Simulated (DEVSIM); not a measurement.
System: Ru/La2O3/p-Si capacitor, at 400 K.

Layer 1 from the left is La2O3, thickness (nm) 7.70. Layer 2 from the left is Si, thickness (nm) 1400, Na (cm⁻³) 1.6e17.

Metal gate on the left, work function 4.7 eV. Fixed charge at the semiconductor interface -3.6e11 cm⁻² (in units of +e); no interface traps.

Constants are typed, rounded textbook-type inputs, not results; the design itself was drawn at random and stands for no fabricated device. Values at 300 K; Nc and Nv go as T^1.5, mobilities as T to minus their exponent, the gap by Varshni's rule with the affinity fixed.

La2O3: gap (eV) 5.8, affinity (eV) 1.8, permittivity 27. Si: gap (eV) 1.124, affinity (eV) 4.05, permittivity 11.7, Nc (cm⁻³) 2.86e19, Nv (cm⁻³) 3.1e19, Varshni α (eV/K) 0.000473, Varshni β (K) 636.

Simulated with DEVSIM: 1D Poisson equation in equilibrium, Boltzmann statistics, complete ionisation; no quantum confinement or tunnelling. Metal contacts follow the ideal Schottky-Mott rule: no Fermi-level pinning, no interface dipoles.

Task: What does the simulation give for the flat-band voltage, the minimum of the low-frequency capacitance?

Result: flat-band voltage -0.23 V; minimum of the low-frequency capacitance 0.152 μF/cm².
